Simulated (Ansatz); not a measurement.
Start from Ti in the hcp (Mg type) structure (space group P6_3/mmc, No. 194; a = 2.936 Å, c = 4.637 Å).

The values are results of Kohn–Sham DFT with the r2SCAN functional, run in Ansatz (a first-principles code) with PAW and 500 eV plane waves, no spin-orbit coupling, not measurements.

One change was made to it. Results:

The shortest interatomic distance falls by 0.416 Å to 2.456 Å; the band gap stays zero.

**Question.** Which change produced these results?
(A) Ti → Hf
(B) Ti → Ta
(C) Ti → Zr
(D) Ti → Cr

**Answer.** D, Ti → Cr. For comparison, the shortest interatomic distance in the other runs: Ti → Hf gives 3.127 Å; Ti → Zr gives 3.185 Å; Ti → Ta gives 2.887 Å.

Stability against distortions was not tested. For Ta in this form, whether it has been made was not checked. Seeded moments were not kept for Ti → Cr. The final runs are not spin-polarised. Real Cr is antiferromagnetic at low temperature and ambient pressure, an order that this cell doesn't hold. This is not the structure that Cr has at room temperature and ambient pressure. This is not the structure that Ta has at room temperature and ambient pressure.
